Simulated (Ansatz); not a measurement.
## Sc: transverse stress against strain

Sc (hcp, P6_3/mmc, 24.721 Å³/atom at rest, c along z) under a strain ε along c (axis z), the other axes held. PBE in Ansatz, a plane-wave DFT program (PAW, default set), 420 eV, 20×20×11 Γ-centred mesh, Fermi-Dirac smearing 0.10 eV; ions are relaxed within the symmetry of each cell. Stress is positive for a compressed cell.

Here s stands for strain and y for stress xx.

```csv
strain (%),stress xx (GPa)
-1.50,0.45
-1.00,0.29
-0.50,0.15
0.00,0.00
0.50,-0.14
1.00,-0.27
1.50,-0.41
3.00,?
```

Taking a straight line for y over the 7 complete rows: Means: s 0, y 0.010. About the means, the sum of products is -1.9950 and the sum of squares of s is 7.0000; the slope is their ratio. Least squares gives y = 0.010 - 0.2850·s. Residuals (row less fit): 0.013, -0.005, -0.003, -0.010, -0.008, 0.005, 0.008; standard error 0.009 (degrees of freedom: 5). The slope gives the elastic constant C13 = 28 ± 0.3 GPa.

**Question.** What does the fit predict for y at s = 3.00, and how far is the calculated value from it?

**Answer.** y = 0.010 - 0.2850 × 3.0 = -0.845 GPa. The calculation gives -0.80 GPa, 0.045 GPa above the prediction (3.6 % of the range of y in the table). The row lies outside the fitted rows, so this is an extrapolation. From the scatter of the fitted rows alone, a prediction at this place has a standard error of 0.014 GPa, so the miss is 3.2 times that.

One order more, fitted to all 13 runs of the series, follows each within 0.01, so the miss is the next term of a smooth law. In a metal these values are sensitive to mesh and smearing; energies are taken to zero smearing, stresses follow the free energy. Rows are the converged runs of the series near zero and its far end; series whose fitted rows scatter by over a few per cent of the range, as at a crossing or softening among them, aren't shown in this form. Most that stay on the fit to the last digits aren't either.
